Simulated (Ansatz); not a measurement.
## InAs: element substitutions

Start from InAs in the zinc blende structure (space group F-43m, No. 216; a = 6.109 Å).

Each row replaces one element on all its sites; cell and atoms are relaxed.

The values are results of Ansatz (an electronic-structure program), r2SCAN, PAW, cutoff 500 eV, spin-orbit coupling left out, not measurements.

```
change   band gap  shortest interatomic distance     density
-------  --------  -----------------------------  ----------
base      0.08 eV                        2.645 Å  5.53 g/cm³
In → Ag      zero                        2.517 Å  6.19 g/cm³
In → Ga   0.96 eV                        2.454 Å  5.28 g/cm³
As → Se      zero                        2.821 Å  4.66 g/cm³
```

Whether these cells are dynamically stable was not tested. As relaxed here, AgAs and InSe are hypothetical phases, not in the database extracts checked. The final runs are not spin-polarised. An odd electron count without spin: InSe. A zero or small gap of InAs can be the functional's error rather than a property of the material.
